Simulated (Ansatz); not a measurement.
Density of states of SiS2 (I-42d) below the valence band maximum, PBEsol, rigid bands run with Ansatz (a program for electronic structure); cell volume 130.2 Å³.

| energy from edge (eV) | 10⁻³ states/eV/cell |
|---|---|
| 0.006 | 296 |
| 0.031 | 763 |
| 0.056 | 1140 |
| 0.081 | 1550 |
| 0.106 | 2090 |
| 0.131 | 3740 |
| 0.156 | 5240 |
| 0.181 | 5990 |
| 0.206 | 7950 |
| 0.231 | 8570 |
| 0.256 | 11200 |
| 0.281 | 8970 |
| 0.319 | 7340 |
| 0.344 | 8120 |
| 0.369 | 10100 |
| 0.394 | 12100 |
| 0.419 | 11100 |
| 0.444 | 8890 |
| 0.469 | 7550 |
| 0.494 | 6010 |
| 0.519 | 5380 |
| 0.544 | 5310 |
| 0.569 | 5980 |
| 0.594 | 5300 |

Problem. What effective density of states at 300 K does this give (∫ g(E) exp(−E/k_BT) dE, both spins, divided by the cell's size)?

Solution. 1.3e20 cm⁻³, a density-of-states mass of 3.0 mₑ, valleys and band degeneracy included.

Spin-orbit coupling is left out; where it splits the top of the valence band, N_v and the p-type Seebeck coefficient come out somewhat high without it. Geometry: cell and atoms relaxed with PBEsol.

Formula and space group known from diffraction (Crystallography Open Database), not checked to be the room-temperature form: SiS2 (I-42d).
